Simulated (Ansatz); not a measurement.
For SnPt (model structure, started from the CoSn type, P6/mmm, No. 191, 6 atoms in the cell), PBEsol in Ansatz (plane waves, PAW) gives:

| Property | Result |
|---|---|
| lattice parameter a | 5.643 Å |
| lattice parameter c | 4.492 Å |
| bulk modulus | 131 GPa |

**Question.** What does r²SCAN in Ansatz (plane waves, PAW) give for the same quantities?

**Answer.** 
- lattice constant a: 5.687 Å (goes up by 0.8 %)
- lattice parameter c: 4.479 Å (shrinks by 0.3 %)
- bulk modulus: 130 GPa (hardly moves)

Changes are worked out from the printed values.

Unless a cell is named, each level is at its own relaxed cell (PBEsol 20.64, r²SCAN 20.91 Å³/atom).

Levels without +SOC leave out spin–orbit coupling, which shifts energies and cells of such heavy elements.

The crystal itself was run without spin with PBEsol, r²SCAN; a magnetic state was not tried in these runs.

Caveats: the bulk modulus is −V dP/dV from two relaxed cells at ±2 % in volume (PBEsol, r²SCAN). Ansatz's density-functional and Hartree–Fock values are scalar-relativistic unless marked +SOC, with PAW data made under PBE.

A model structure was made by putting elements into a prototype or built by hand; it is no filed structure, need not be a known phase, and can be a saddle point held by its symmetry.

Ansatz is a quantum-chemistry and plane-wave program.
